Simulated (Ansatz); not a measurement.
Functionals compared on a constructed model of the (111) surface of fcc Au, a pseudomorphic layer of Ti in the host's stacking (bottom of the slab: a bare face, its two planes held), in Ansatz (plane waves, PAW). The structure was relaxed with PBE; the other rows are single points on it. Cutoff 420 eV (500 eV for r2SCAN).

Model: 7-atom slab, 14.6 Å thick at the start, 15x15x1 mesh, Fermi-Dirac 0.1 eV, dipole correction, 2 atoms held, the rest relaxed; symmetry of the start imposed; no spin, no spin-orbit, no U. It is one candidate, not shown to be the stable structure of the face. These notes are the PBE run's.

```csv
functional,work function of the top face (eV),rough cost of the single point
PBE,4.25,–
RPBE,4.09,roughly 30 core-seconds
r2SCAN,4.21,roughly 60 core-seconds
```

Ansatz is a first-principles code.
